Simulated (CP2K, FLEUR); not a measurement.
A CP2K input for a self-consistent single point of Zr3S2 (R32, 5 atoms in the cell) (DFT LDA (Pade form), GPW, DZVP-MOLOPT-SR-GTH basis, GTH-PADE potentials (GTH_POTENTIALS)):

```
&GLOBAL
  PROJECT bulk
  RUN_TYPE ENERGY_FORCE
  PRINT_LEVEL LOW
&END GLOBAL
&FORCE_EVAL
  METHOD Quickstep
  STRESS_TENSOR ANALYTICAL
  &DFT
    BASIS_SET_FILE_NAME BASIS_MOLOPT
    POTENTIAL_FILE_NAME GTH_POTENTIALS
    &QS
      METHOD GPW
      EPS_DEFAULT 1E-10
    &END QS
    &MGRID
      CUTOFF 500
      REL_CUTOFF 50
      NGRIDS 5
    &END MGRID
    &SCF
      SCF_GUESS ATOMIC
      EPS_SCF 1E-6
      MAX_SCF 100
      ADDED_MOS 9
      &DIAGONALIZATION
        ALGORITHM STANDARD
      &END DIAGONALIZATION
      &MIXING
        METHOD BROYDEN_MIXING
        ALPHA 0.3
        NBUFFER 12
        BETA 1
      &END MIXING
      &SMEAR ON
        METHOD FERMI_DIRAC
        ELECTRONIC_TEMPERATURE [K] 1160.45
      &END SMEAR
    &END SCF
    &KPOINTS
      SCHEME MONKHORST-PACK 7 7 7
    &END KPOINTS
    &XC
      &XC_FUNCTIONAL PADE
      &END XC_FUNCTIONAL
    &END XC
    &PRINT
      &MO
        EIGENVALUES T
        OCCUPATION_NUMBERS T
        NDIGITS 8
        FILENAME mo
        &EACH
          QS_SCF 0
        &END EACH
        ADD_LAST NUMERIC
      &END MO
      &MULLIKEN OFF
      &END MULLIKEN
    &END PRINT
  &END DFT
  &SUBSYS
    &CELL
      ABC 4.83710100 4.83710033 4.83710128
      ALPHA_BETA_GAMMA 73.74807053 73.74806642 73.74807547
      PERIODIC XYZ
    &END CELL
    &COORD
      SCALED
      Zr       0.16128000     0.83872000     0.50000000
      Zr       0.50000000     0.16128000     0.83872000
      Zr       0.83872000     0.50000000     0.16128000
      S        0.33497000     0.33497000     0.33497000
      S        0.66503000     0.66503000     0.66503000
    &END COORD
    &KIND Zr
      BASIS_SET DZVP-MOLOPT-SR-GTH-q12
      POTENTIAL GTH-PADE-q12
    &END KIND
    &KIND S
      BASIS_SET DZVP-MOLOPT-SR-GTH-q6
      POTENTIAL GTH-PADE-q6
    &END KIND
  &END SUBSYS
  &PRINT
    &FORCES ON
    &END FORCES
    &STRESS_TENSOR ON
    &END STRESS_TENSOR
  &END PRINT
&END FORCE_EVAL
```

Problem. Give the FLEUR input for the same structure, mesh, smearing and functional.

Solution. One input that does it (others would too):

Input of the input generator:

```
Zr3S2
&input film=f /
2.9025400719 1.6757820934 3.4877730954
-2.9025400719 1.6757820934 3.4877730954
0.0000000000 -3.3515647821 3.4877728093
1.8897261246
1.0 1.0 1.0

5
40 0.1612800000 0.8387200000 0.5000000000
40 0.5000000000 0.1612800000 0.8387200000
40 0.8387200000 0.5000000000 0.1612800000
16 0.3349700000 0.3349700000 0.3349700000
16 0.6650300000 0.6650300000 0.6650300000

&comp jspins=1 /
&exco xctyp='pz' /
&kpt div1=7 div2=7 div3=7 /
&end /
```

```xml
<?xml version="1.0" encoding="UTF-8" standalone="no"?>
<fleurInput fleurInputVersion="0.39">
   <comment>
      Zr3S2                                                                                               
   </comment>
   <calculationSetup>
      <cutoffs Kmax="4.4" Gmax="17.6" GmaxXC="17.6" numbands="0"/>
      <scfLoop itmax="80" minDistance="0.00001" maxIterBroyd="40" imix="Anderson" alpha="0.05" precondParam="0.0" spinf="2.0"/>
      <coreElectrons ctail="T" frcor="F" kcrel="0" coretail_lmax="0"/>
      <xcFunctional name="pz" relativisticCorrections="F"/>
      <magnetism jspins="1"/>
      <soc l_soc="F" theta="0.0" phi="0.0" spav="F"/>
      <expertModes spex="0" secvar="F"/>
      <geometryOptimization l_f="T" forcealpha="1.0" forcemix="BFGS" epsdisp="0.00001" epsforce="0.00001"/>
      <ldaU l_linMix="F" mixParam="0.05" spinf="1.0"/>
   </calculationSetup>
   <cell>
      <bzIntegration valenceElectrons="48.0" mode="hist" fermiSmearingEnergy="0.00367493">
         <kPointListSelection listName="default-1"/>
         <!-- k-points included here -->
         <xi:include xmlns:xi="http://www.w3.org/2001/XInclude" href="kpts.xml"> </xi:include>
      </bzIntegration>
      <!-- symmetry operations included here -->
      <xi:include xmlns:xi="http://www.w3.org/2001/XInclude" href="sym.xml"> </xi:include>
      <bulkLattice scale="1.0">
         <bravaisMatrix>
            <row-1>    5.4850058015677918     3.1667692010348572     6.5909359350543877</row-1>
            <row-2>   -5.4850058015677918     3.1667692010348572     6.5909359350543877</row-2>
            <row-3>    0.0000000000000000    -6.3335395270236763     6.5909353944037434</row-3>
         </bravaisMatrix>
      </bulkLattice>
   </cell>
   <atomSpecies>
      <species name="Zirconium (Zr)" element="Zr" atomicNumber="40">
         <mtSphere radius="2.68" gridPoints="925" logIncrement="0.014"/>
         <atomicCutoffs lmax="10" lnonsphr="8"/>
         <electronConfig flipSpins="F">
            <coreConfig>(1s1/2) (2s1/2) (2p1/2) (2p3/2) (3s1/2) (3p1/2) (3p3/2) (3d3/2) (3d5/2)</coreConfig>
            <valenceConfig>(4s1/2) (4p1/2) (4p3/2) (5s1/2) (4d3/2) (4d5/2)</valenceConfig>
            <stateOccupation state="(4d3/2)" spinUp="0.4" spinDown="0.4"/>
            <stateOccupation state="(4d5/2)" spinUp="0.6" spinDown="0.6"/>
         </electronConfig>
         <energyParameters s="5" p="5" d="4" f="4"/>
         <lo type="SCLO" l="0" n="4" eDeriv="0"/>
         <lo type="SCLO" l="1" n="4" eDeriv="0"/>
      </species>
      <species name="Sulfur (S)" element="S" atomicNumber="16">
         <mtSphere radius="1.81" gridPoints="625" logIncrement="0.018"/>
         <atomicCutoffs lmax="8" lnonsphr="6"/>
         <electronConfig flipSpins="F">
            <coreConfig>(1s1/2) (2s1/2) (2p1/2) (2p3/2)</coreConfig>
            <valenceConfig>(3s1/2) (3p1/2) (3p3/2)</valenceConfig>
            <stateOccupation state="(3p1/2)" spinUp="0.6666666666667" spinDown="0.6666666666667"/>
            <stateOccupation state="(3p3/2)" spinUp="1.3333333333333" spinDown="1.3333333333333"/>
         </electronConfig>
         <energyParameters s="3" p="3" d="3" f="4"/>
      </species>
   </atomSpecies>
   <atomGroups>
      <atomGroup species="Zirconium (Zr)">
         <relPos label="                   1">.1612800000 -.1612800000 1.000/2.000</relPos>
         <relPos label="                   2">1.000/2.000 .1612800000 -.1612800000</relPos>
         <relPos label="                   3">-.1612800000 1.000/2.000 .1612800000</relPos>
         <force calculate="T" relaxXYZ="TTT"/>
      </atomGroup>
      <atomGroup species="Sulfur (S)">
         <relPos label="                   4">.3349700000 .3349700000 .3349700000</relPos>
         <relPos label="                   5">-.3349700000 -.3349700000 -.3349700000</relPos>
         <force calculate="T" relaxXYZ="TTT"/>
      </atomGroup>
   </atomGroups>
   <output dos="F" band="F" slice="F">
      <checks vchk="F" cdinf="F"/>
      <bandDOS minEnergy="-.5*Htr" maxEnergy="0.5*Htr" sigma="0.015" storeEVData="T"/>
      <vacuumDOS vacdos="F" integ="F" star="F" nstars="0" locx1="0.0" locy1="0.0" locx2="0.0" locy2="0.0" nstm="0" tworkf="0.0"/>
      <unfoldingBand unfoldBand="F" supercellX="1" supercellY="1" supercellZ="1"/>
      <plotting iplot="0" polar="F">
         <plot TwoD="T" vec1="  1.0  0.0  0.0" vec2="  0.0  1.0  0.0" vec3="  0.0  0.0  1.0" zero="  0.0  0.0  0.0" file="plot"/>
      </plotting>
      <chargeDensitySlicing numkpt="0" minEigenval="0.0" maxEigenval="0.0" nnne="0" pallst="F"/>
      <specialOutput eonly="F"/>
      <magneticCircularDichroism mcd="F" energyLo="-10.0" energyUp="0.0"/>
   </output>
  <!-- We include the file relax.xml here to enable relaxations (see documentation) -->
  <xi:include xmlns:xi="http://www.w3.org/2001/XInclude" href="relax.xml"> <xi:fallback/> </xi:include>
</fleurInput>
```

Basis settings and potentials, where a program has them, do not carry over. This input uses DFT, LDA (Perdew-Zunger), all-electron FLAPW (FLEUR), scalar-relativistic valence. LDA parametrisations can differ slightly between programs.

The starting cell comes from a database of computed structures (which also holds hypothetical and non-ambient phases and stackings), without a prior relaxation at this level.
